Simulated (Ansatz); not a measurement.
# Response to strain in SnTe

The reference is SnTe in the rock salt structure (space group Fm-3m, No. 225).

```
SnTe
1.0
    0.00000     3.18483     3.18483
    3.18483     0.00000     3.18483
    3.18483     3.18483     0.00000
Sn Te
1 1
Cartesian
  0.00000   0.00000   0.00000
  3.18483   3.18483   3.18483
```

Cartesian axes are those of the cell as printed.

Strains are applied to the cell and any free atomic positions relax.

Method: r2SCAN/PAW in Ansatz (a program for electronic structure), no SOC.

Notes on the quantities. pressure: mean of the normal stresses, compression positive; energy relative to the base: free energy F.

```json
[
 {"case": "base", "volume per atom": "32.30 Å³", "pressure": "0.00 GPa", "energy relative to the base": "0 meV/atom"},
 {"case": "uniaxial strain ε_zz = +0.50 %", "volume per atom": "32.47 Å³", "pressure": "-0.21 GPa", "energy relative to the base": "+0.3 meV/atom"},
 {"case": "uniaxial strain ε_zz = +1.00 %", "volume per atom": "32.63 Å³", "pressure": "-0.42 GPa", "energy relative to the base": "+1.2 meV/atom"},
 {"case": "uniaxial strain ε_zz = +1.50 %", "volume per atom": "32.79 Å³", "pressure": "-0.61 GPa", "energy relative to the base": "+2.7 meV/atom"},
 {"case": "uniaxial strain ε_zz = +2.00 %", "volume per atom": "32.95 Å³", "pressure": "-0.79 GPa", "energy relative to the base": "+4.7 meV/atom"},
 {"case": "uniaxial strain ε_zz = +2.50 %", "volume per atom": "33.11 Å³", "pressure": "-0.95 GPa", "energy relative to the base": "+7.2 meV/atom"},
 {"case": "uniaxial strain ε_zz = +3.00 %", "volume per atom": "33.27 Å³", "pressure": "-1.11 GPa", "energy relative to the base": "+10 meV/atom"}
]
```

Whether these cells are dynamically stable was not tested.
